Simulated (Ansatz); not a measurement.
**Al2Cu (model structure, I4/mcm, No. 140): cohesive energy by level of theory**

No measured value is used here.

| level (code) | value (eV/atom) | cell (Å³/atom) |
|---|---|---|
| LDA (Ansatz) | 4.38 | 14.04 |
| PBE (Ansatz) | 3.63 | 14.91 |
| PBEsol (Ansatz) | 4.07 | 14.45 |
| r²SCAN (Ansatz) | 3.85 | 14.40 |

LDA, PBE, PBEsol, r²SCAN: the run has no spin polarisation, so it can have missed a magnetic state. Each level is taken at its own relaxed cell. Cutoffs differ between the levels. Ansatz's density-functional and Hartree–Fock values are scalar-relativistic unless marked +SOC, with PAW data made under PBE.

A model structure was made by putting elements into a prototype or built by hand; it is no filed structure, need not be a known phase, and can be a saddle point held by its symmetry.

Ansatz is a first-principles code.
